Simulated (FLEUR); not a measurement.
How far to go with the k-point mesh at a smearing width of 0.02 eV: Au (Fm-3m, 1 atom in the cell)

```
Au
1.0
    0.00000     2.03388     2.03388
    2.03388     0.00000     2.03388
    2.03388     2.03388     0.00000
Au
1
Direct
  0.00000   0.00000   0.00000
```

Level of theory: PBEsol, all-electron FLAPW (FLEUR), scalar-relativistic valence.

Base settings: Kmax = 4 1/bohr; GmaxXC = 16 1/bohr; xcFunctional = PBEs; jspins = 1; l_soc = F; mode = hist; fermiSmearingEnergy = 0.00367493 Htr; mesh (inpgen div1-3) = 10 10 10; inpgen gamma flag = true; Gmax = 16 1/bohr.

In this ladder: fermiSmearingEnergy = 0.00073499 Htr. Moved along: kpt_gamma.

Only quantities that move along the ladder and can be compared are tabulated.

Core times come from one kind of shared machine, to one figure; runs under 30 s give none.

The starting cell has typed, rounded lattice constants, without a prior relaxation at this level. Its lattice was rescaled by up to half a per cent. Values depend on the basis (sphere radii, cutoffs, local orbitals), which need not be converged.

Steps (kpt_div): 5 5 5; 6 6 6; 7 7 7; 9 9 9; 10 10 10; 13 13 13; 15 15 15; 18 18 18; 22 22 22; 27 27 27; 33 33 33.

Problem. What is the coarsest kpt_div that holds the free energy within 2 meV/atom of the last step, with all finer ones?

Solution. 15 15 15; the step before is off by 3.6 meV/atom.

| kpt_div | free energy less the last step's (meV/atom) | core time / last (rough) |
|---|---|---|
| 5 5 5 | -107.71 | – |
| 6 6 6 | 78.11 | – |
| 7 7 7 | -52.54 | – |
| 9 9 9 | -24.66 | – |
| 10 10 10 | 22.27 | – |
| 13 13 13 | -3.59 | – |
| 15 15 15 | -0.08 | – |
| 18 18 18 | -0.81 | – |
| 22 22 22 | -0.90 | 0.4 |
| 27 27 27 | 0.57 | 0.6 |
| 33 33 33 | 0.00 | 1 |
